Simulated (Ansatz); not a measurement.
Band structure of MgTl (Pm-3m, 2 atoms in the cell).

```xyz
2
Lattice="3.6378 0.0000 0.0000 0.0000 3.6378 0.0000 0.0000 0.0000 3.6378" Properties=species:S:1:pos:R:3 pbc="T T T"
Mg     0.0000     0.0000     0.0000
Tl     1.8189     1.8189     1.8189
```

Computed with PBEsol, default PAW files made with PBE (plane waves; Ansatz, a first-principles code).

Settings: kpoints.mp_grid.grid = 7 7 7; hamiltonian.xc = pbesol; hamiltonian.pseudopotentials = {kind: paw} (the program's default PAW files); scf.occupations.method = gaussian; scf.occupations.width = 0.272 eV; kpoints.band_path.npoints = 8.

The starting cell comes from a database of computed structures (which also holds hypothetical and non-ambient phases and stackings), without a prior relaxation at this level. Spin-orbit coupling is off.

Levels in eV from the Fermi level, bands 8 to 15:
| point | 8 | 9 | 10 | 11 | 12 | 13 | 14 | 15 |
|---|---|---|---|---|---|---|---|---|
| Γ | -11.35 | -11.35 | -9.54 | 2.46 | 2.46 | 2.46 | 3.45 | 5.30 |
| X | -11.44 | -11.34 | -7.32 | -4.84 | 4.69 | 4.69 | 5.98 | 6.08 |
| M | -11.46 | -11.16 | -5.42 | -2.53 | -2.53 | -0.22 | 7.25 | 8.20 |
| R | -11.15 | -11.15 | -3.61 | -0.24 | -0.24 | -0.24 | 2.10 | 2.10 |

Bands cross the Fermi level along this path, so the cell is metallic at this level.

Keys are those of Ansatz 0.2.
